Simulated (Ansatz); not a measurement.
An Ansatz (an electronic-structure program) run: Cu3N with a change (isotropic strain +0.60 %); Ansatz, PBEsol, PAW, cutoff 420 eV, spin-orbit coupling left out.

Input:

Ansatz 0.2 input:
```yaml
crystal:
  lattice:
    - [3.7875015923, 0, 0]
    - [0, 3.7875015923, 0]
    - [0, 0, 3.7875015923]
  atoms:
    - { symbol: Cu, position: [0.5, 0, 0] }
    - { symbol: Cu, position: [0, 0.5, 0] }
    - { symbol: Cu, position: [0, 0, 0.5] }
    - { symbol: N, position: [0, 0, 0] }
basis: { ecutwfc: 420, ecutrho_ratio: 4, xc_grid: 2, fft_grid_basis: typed }
kpoints: { mp_grid: { grid: [12, 12, 12] } }
hamiltonian:
  xc: pbesol
  dispersion: none
  pseudopotentials: { kind: paw }
scf: { occupations: { method: fermi_dirac, width: 0.05 }, convergence: { dr2_threshold: 0.0000000004 } }
relax: { f_tol: 0.005, max_steps: 50 }
output: { forces: true, stress: true }
checkpoint: { write: state.ck, write_every: 1000 }
```

Output:

```
Relaxation: its limit of steps is 50 (relax.max_steps)
WARN ansatz: RAYON_NUM_THREADS=2 ignored (pool sized by the plan → 2); use --threads N
Pseudopotentials: kind: paw
Pseudopotential: Cu, paw, valence charge 19
Pseudopotential: N, paw, valence charge 5
Functional definition: PBEsol
Crystal: 4 atoms, lattice volume = 54.332 Å³
Basis set: ecut = 420 eV, 1045 PW (Γ), exchange–correlation on 54×54×54 points (8 copies of the dense FFT grid, shifted against one another)
Bands: 38, of which v1, the nominal top of the filled ones, is band 31 counted from 1 (30 counted from 0)
Symmetry: 48 space group operations
Space group: Pm-3m (ITA 221), of the structure as read, at distance tolerance 3.8e-5 Å
k-points: 84 of 1728
PAW frozen core: Cu, regenerated for the run's functional, and the local potential with it
PAW frozen core: N, regenerated for the run's functional, and the local potential with it
Initial density: superposition of atomic densities (neutral atoms: chi_scale 0, normalization atom), corrected by the library's trained network
Initial wavefunctions: pseudopotential atomic-orbital guess
Eigensolver: davidson
Functional: x = pbesol(κ = 0.804, μ = 0.12345679012345678), c = pbesol(β = 0.046)
SCF iter   1: F=—  HF=-20143.684287 eV  |F-HF|=—  |Δ(HF+E_count)|=         —  Δρ=1.42e-2  dr2=7.59e-2  ethr=1.77e-3  ⟨swp⟩=6.1  Hψ=11289  notcnv=0  defer=33
all-band conjugate gradients solve this SCF's bands
preconditioner: auto → Kerker (q_TF=auto, 2.789 Å⁻¹)
SCF iter   2: F=—  HF=-20143.673558 eV  |F-HF|=—  |Δ(HF+E_count)|=   1.07e-2  Δρ=7.97e-3  dr2=2.07e-2  ethr=1.22e-4  ⟨swp⟩=2.0  Hψ=5844  notcnv=0  defer=135
SCF iter   3: F=—  HF=-20143.666726 eV  |F-HF|=—  |Δ(HF+E_count)|=   6.83e-3  Δρ=2.59e-3  dr2=3.46e-3  ethr=3.33e-5  ⟨swp⟩=2.5  Hψ=5477  notcnv=0  defer=135
SCF iter   4: F=—  HF=-20143.666156 eV  |F-HF|=—  |Δ(HF+E_count)|=   5.71e-4  Δρ=7.88e-4  dr2=5.25e-4  ethr=5.58e-6  ⟨swp⟩=1.6  Hψ=3254  notcnv=0  defer=135
SCF iter   5: F=—  HF=-20143.666068 eV  |F-HF|=—  |Δ(HF+E_count)|=   8.81e-5  Δρ=3.23e-4  dr2=6.62e-5  ethr=8.47e-7  ⟨swp⟩=2.2  Hψ=4383  notcnv=0  defer=135
SCF iter   6: F=—  HF=-20143.666065 eV  |F-HF|=—  |Δ(HF+E_count)|=   2.93e-6  Δρ=9.28e-5  dr2=7.67e-6  ethr=1.07e-7  ⟨swp⟩=2.5  Hψ=4612  notcnv=0  defer=135
SCF iter   7: F=—  HF=-20143.666064 eV  |F-HF|=—  |Δ(HF+E_count)|=   6.44e-7  Δρ=6.29e-5  dr2=2.29e-6  ethr=1.24e-8  ⟨swp⟩=1.1  Hψ=3095  notcnv=0  defer=135
SCF iter   8: F=—  HF=-20143.666068 eV  |F-HF|=—  |Δ(HF+E_count)|=   4.09e-6  Δρ=1.64e-5  dr2=1.12e-7  ethr=3.69e-9  ⟨swp⟩=2.0  Hψ=3872  notcnv=0  defer=135
SCF iter   9: F=—  HF=-20143.666068 eV  |F-HF|=—  |Δ(HF+E_count)|=   1.07e-7  Δρ=6.10e-6  dr2=1.92e-8  ethr=1.81e-10  ⟨swp⟩=2.0  Hψ=3807  notcnv=0  defer=135
SCF iter  10: F=—  HF=-20143.666068 eV  |F-HF|=—  |Δ(HF+E_count)|=   1.49e-8  Δρ=1.04e-6  dr2=4.87e-10  ethr=3.09e-11  ⟨swp⟩=2.0  Hψ=3896  notcnv=0  defer=135
SCF iter  11: F=-20143.666068 eV  HF=-20143.666068 eV  |F-HF|=1.35e-10  |Δ(HF+E_count)|=  4.33e-10  Δρ=5.13e-7  dr2=8.43e-11  ethr=1.00e-12  ⟨swp⟩=4.0  Hψ=11256  notcnv=0
SCF 1 converged in 11 iterations: F = -20143.666068 eV  dr2 = 8.43e-11
relax step   1: F+E_penalty+E_count = -20143.66606831 eV  Δ(F+E_penalty+E_count) = +0.000e0 eV  max|allowed force component| = 3.221e-29 eV/Å  Δτ_max = 0.0000 Å  (11 SCF iters, accepted)
the relaxation is at rest under the 48 symmetry operations that the run kept from its start: a minimum is not shown …
SCF converged after 11 iterations
Free energy (F): -20143.666068 eV
Harris-Foulkes:  -20143.666068 eV  (|F-HF|=1.35e-10)
Internal energy: -20143.664897 eV  (E = F + TS)
E sigma→0 (E₀):  -20143.665483 eV
Entropy (-TS):   -0.001171 eV (-0.293 meV/atom)
Fermi energy:    11.435272 eV
--- Per-component energies (eV) ---
  E_band       = -1379.165676
  E_kinetic    = 1028.369217
  E_local      = -15346.448995  (includes V_loc(G=0)·N_el)
  E_nonlocal   = 1231.374708
  E_hartree    = 6752.906674
  E_xc         = -323.051890
  E_vxc        = -417.517846  (∫ρ·V_xc dr)
  E_paw        = -5008.975889  (= ΣΔE_a)
  E_vpaw       = -1380.758077  (= ΣTr[D̂ρ^β])
  E_aug_tail   = 0.000706  (compensation charges beyond the density's cutoff)
  E_ewald      = -8478.486134
  E_core_change = 0.646705  (= ΣΔE_core)
  E_smearing   = -0.001171  (= −TS)
  E_closure    = 0.000000  (closes the sum)
  Σ components = -20143.666068   (vs F -20143.666068, Δ=0.00e0)
  [band-id]    e_kinetic+e_local+e_nonlocal+2·e_hartree+e_vxc+e_vpaw+e_augmentation_tail = -1379.166939   (vs E_band -1379.165676, Δ=-1.26e-3)
--- Forces (eV/Å), atoms counted from 1 ---
  atom   1  Cu     0.00000000    -0.00000000     0.00000000
  atom   2  Cu     0.00000000     0.00000000    -0.00000000
  atom   3  Cu     0.00000000    -0.00000000    -0.00000000
  atom   4  N     -0.00000000     0.00000000     0.00000000
  max |Σ_I F_I| component: 1.26e-28 eV/Å
--- Stress (GPa, compression-positive) ---
       -2.307286       0.000000       0.000000
        0.000000      -2.307286       0.000000
        0.000000       0.000000      -2.307286
  P = ⅓ Tr σ = -2.3073 GPa (-23.073 kbar)
  The stress holds the Pulay correction. Without it, at fixed plane waves, as pw.x and ABINIT print it: P = -2.5592 GPa
  The stress includes an estimate of the error left by incomplete SCF convergence (largest component 0.0004 GPa).
--- Band table ---
  band table: none
--- Relaxed structure (1 steps of the walk, 1 accepted, 0 SCFs on fresh bases) ---
  F+E_penalty+E_count = -20143.66606831 eV   max|allowed force component| = 3.221e-29 eV/Å
  atoms:
    - { symbol: Cu, position: [0.5, 0.0, 0.0] }
    - { symbol: Cu, position: [0.0, 0.5, 0.0] }
    - { symbol: Cu, position: [0.0, 0.0, 0.5] }
    - { symbol: N, position: [0.0, 0.0, 0.0] }
```

Whether these cells are dynamically stable was not tested. The final runs are not spin-polarised. The cell was made from Cu3N (space group Pm-3m, No. 221) by this change: isotropic strain +0.60 %.
